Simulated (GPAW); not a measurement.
GPAW is run on MnF4 (Pbam, 10 atoms in the cell), and the run fails. The aim is a self-consistent single point with DFT LDA (Perdew-Wang 92), plane waves, GPAW PAW datasets LDA (gpaw-data 1.0.1).

This input was run:

```python
from ase import Atoms
from ase.units import GPa
from gpaw import GPAW, PW, FermiDirac

atoms = Atoms(['Mn', 'Mn', 'F', 'F', 'F', 'F', 'F', 'F', 'F', 'F'],
              cell=[[4.551630, 0.000000, 0.000000],
                    [0.000000, 8.942460, 0.000000],
                    [0.000000, 0.000000, 2.904600]],
              positions=[[0.000000, 0.000000, 0.000000],
                         [2.275815, 4.471230, 0.000000],
                         [1.293027, 1.172893, 0.000000],
                         [3.258603, 7.769567, 0.000000],
                         [3.568842, 3.298337, 0.000000],
                         [0.982788, 5.644123, 0.000000],
                         [0.805092, 8.062433, 1.452300],
                         [3.746538, 0.880027, 1.452300],
                         [3.080907, 5.351257, 1.452300],
                         [1.470723, 3.591203, 1.452300]],
              pbc=True)

atoms.set_initial_magnetic_moments([4.0, 4.0, 0.0, 0.0, 0.0, 0.0, 0.0, 0.0, 0.0, 0.0])

calc = GPAW(spinpol=True,
            mode=PW(900),
            xc='LDA',
            kpts={'size': (3, 2, 5), 'gamma': True},
            occupations=FermiDirac(0.02),
            nbands=-8,
            convergence={'density': 1e-05, 'energy': 1e-05, 'bands': -6},
            symmetry={'symmorphic': False, 'tolerance': 0.0005},
            charge=1,
            maxiter=120)

atoms.calc = calc

energy = atoms.get_potential_energy()
print('Energy (eV):', round(energy, 6))
forces = atoms.get_forces()
print('Forces (eV/Ang):')
print(forces.round(5))
stress = atoms.get_stress()
print('Stress (GPa, Voigt):', (stress / GPa).round(4))
```

Log, with long lists cut:

```
     iter     time        total  log10-change:  magmom
                         energy   eigst   dens
iter:   1 --:--:--   -68.252036   +0.26           +8.0015
iter:   2 --:--:--   -65.430129   -0.97  -1.18    +5.9005
iter:   3 --:--:--   -63.077632   -0.33  -1.25    +4.9522
iter:   4 --:--:--   -61.502164   -1.63  -1.47    +5.2230
iter:   5 --:--:--   -61.659929   -1.69  -1.53    +5.0932
   [... 40 lines left out ...]
iter:  46 --:--:--   -61.045617   -4.51  -2.64    +5.0000
iter:  47 --:--:--   -61.035810   -4.26  -3.01    +5.0000
iter:  48 --:--:--   -61.048420   -4.00  -2.93    +5.0000
   [... lines left out ...]

Did not converge!

Here are some tips:

1) Make sure the geometry and spin-state is physically sound.
2) Use less aggressive density mixing.
3) Solve the eigenvalue problem more accurately at each scf-step.
4) Use a smoother distribution function for the occupation numbers.
5) Try adding more empty states.
6) Use enough k-points.
7) Don't let your structure optimization algorithm take too large steps.
8) Solve the Poisson equation more accurately.
9) Better initial guess for the wave functions.

See details here:

    https://gpaw.readthedocs.io/documentation/convergence.html
Traceback (most recent call last):
   [... frames left out ...]
gpaw.KohnShamConvergenceError: Did not converge!  See text output for help.
```

What is wrong, and how is it fixed?

The fault is an unintended net charge. A charged periodic cell changes the electron count and is neutralised by a uniform background, so energy, forces and pressure belong to another system. To fix it, remove the charge. The run ended unconverged after 120 iterations.

The sound input it was made from differs as follows (other fixes are possible):
```diff
-            charge=1,
```

With that input, the run converged in 30 iterations: free energy E − TS (from the program's reference atoms) -61.4678 eV; top of the valence band (on the code's own zero) -0.10 eV; gap on the k-point mesh 0.76 eV; largest force (vector length) 0.633 eV/Å; size of the cell's spin moment 6.00 μB (DFT LDA (Perdew-Wang 92), plane waves, GPAW PAW datasets LDA (gpaw-data 1.0.1)).

On the sound input: the starting cell comes from a database of computed structures (which also holds hypothetical and non-ambient phases and stackings), without a prior relaxation at this level. The magnetic order is the one reached from the typed start; others were not searched systematically.
